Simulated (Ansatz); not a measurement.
System: MgS (model structure, within 0.1 Å of Fm-3m, No. 225, 8 atoms in the cell). Method: PBEsol in Ansatz (PAW).

Numerical settings: plane-wave cutoff 520 eV, 6×16×14 k mesh (along the axes of the cell as run), Fermi–Dirac smearing 0.05 eV, scalar-relativistic PAW data made under PBE.

Cell (relaxed at this level):

MgS is modelled in the cubic space group Fm-3m (No. 225), the rock salt structure, Pearson symbol cF8. Lattice parameters: a = b = c = 5.1820 Å, α = β = γ = 90.00°. Mg on 4b is surrounded by 6 S at 2.591 Å (octahedral). S on 4a is coordinated by 6 Mg at 2.591 Å (octahedral). (Neighbours: up to the widest gap in distance over summed covalent radii, below 1.35, at either atom; cation-cation and far metal-metal contacts left out.)

Task: Predict the band gap and bulk modulus B0.

Result: 
- band gap: 2.73 eV (on the SCF k mesh)
- bulk modulus B0: 78.2 GPa

Note: the bulk modulus is −V dP/dV from two relaxed cells at ±2 % in volume.

Static lattice: no zero-point or thermal effects.

Computing time: roughly 10 core-minutes.

A model structure was made by putting elements into a prototype or built by hand; here it ended with the formula and space group of a phase in our tables.

Ansatz is an electronic-structure program.
